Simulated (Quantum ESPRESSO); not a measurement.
## Relaxation of the atoms of BaAl (Pnma, 8 atoms in the cell) at several settings

```yaml
crystal:
  lattice:
    - [9.69023, 0.00000, 0.00000]
    - [0.00000, 4.63959, 0.00000]
    - [0.00000, 0.00000, 6.32818]
  atoms:
    - { symbol: Ba, position: [0.67861, 0.25000, 0.08593] }
    - { symbol: Ba, position: [0.32139, 0.75000, 0.91407] }
    - { symbol: Ba, position: [0.82139, 0.75000, 0.58593] }
    - { symbol: Ba, position: [0.17861, 0.25000, 0.41407] }
    - { symbol: Al, position: [0.02261, 0.25000, 0.91555] }
    - { symbol: Al, position: [0.97739, 0.75000, 0.08445] }
    - { symbol: Al, position: [0.47739, 0.75000, 0.41555] }
    - { symbol: Al, position: [0.52261, 0.25000, 0.58445] }
```

Base: Quantum ESPRESSO 7.5 with LDA (PZ), GBRV 1.5 ultrasoft (LDA) pseudopotentials. Its settings: ecutwfc = 40 Ry; ecutrho = 200 Ry; occupations = smearing; smearing = cold; degauss = 0.0073499 Ry; potentials = {Ba: ba_lda_v1.uspp.F.UPF, Al: al_lda_v1.uspp.F.UPF}; K_POINTS = automatic 2 4 3 0 0 0; conv_thr = 1e-09 Ry; mixing_beta = 0.3. Starting volume 35.56 Å³ per atom.

Each line gives the change from the base single point and the result:

- atoms moved at random; calculation: scf → relax; tprnfor: true → default; tstress: true → default; ion_dynamics: default → bfgs: largest force (vector length) 0.022 eV/Å; relaxation steps 13; free energy against the base single point -0.2 meV/atom.
- atoms moved at random; calculation: scf → relax; tprnfor: true → default; tstress: true → default; ion_dynamics: default → damp: largest force (vector length) 0.023 eV/Å; free energy against the base single point -0.1 meV/atom.

The starting cell comes from a database of computed structures (which also holds hypothetical and non-ambient phases and stackings), without a prior relaxation at this level. Its lattice was rescaled by a random factor within 2.5 % of one. Without a gap this mesh is coarse (it stands for a supercell whose shortest vector is 19 Å).
